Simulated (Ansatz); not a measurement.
## GaAs: band gap against strain

GaAs (zinc blende, F-43m, 22.653 Å³/atom at rest) under an equal strain ε in the (111) plane with the normal axis free, as in a coherent film. PBEsol in Ansatz, a plane-wave DFT program (PAW, default set), 420 eV, 10×10×10 Γ-centred mesh, Fermi-Dirac smearing 0.05 eV; ions are relaxed within the symmetry of each cell. Gaps are the smallest over the k-mesh and a band path, without spin-orbit coupling; in all rows the valence edge lies at Γ and the conduction edge at Γ.

Here s stands for strain and Eg for gap.

```
strain (%)  gap (eV)
----------  --------
-2.50              ?
-1.25          0.503
-0.83          0.479
-0.42          0.452
0.00           0.421
```

Fit Eg of the 4 rows that show it with a straight line. Means: s -0.62500, Eg 0.4637. About the means, the sum of products is -0.056785 and the sum of squares of s is 0.86530; the slope is their ratio. Least squares gives Eg = 0.4227 - 0.06562·s. Residuals (row less fit): -0.0017, 0.0018, 0.0017, -0.0017; standard error 0.0025 (degrees of freedom: 2). Over these rows the gap moves by -6.6 ± 0.3 eV per unit strain.

Task: What does the fit predict for Eg at s = -2.50, and how far is the calculated value from it?

Result: Eg = 0.4227 - 0.06562 × (-2.50) = 0.5867 eV. The calculation gives 0.546 eV, 0.0407 eV below the prediction (32.6 % of the range of Eg in the table). The row lies outside the fitted rows, so this is an extrapolation. From the scatter of the fitted rows alone, a prediction at this place has a standard error of 0.0057 eV, so the miss is 7.1 times that.

One order more, fitted to all 7 runs of the series, follows each within 0.001, so the miss is the next term of a smooth law. Spin-orbit coupling is left out, which can shift this property for GaAs. Rows are the converged runs of the series near zero and its far end; series whose fitted rows scatter by over a few per cent of the range, as at a crossing or softening among them, aren't shown in this form. Most that stay on the fit to the last digits aren't either.
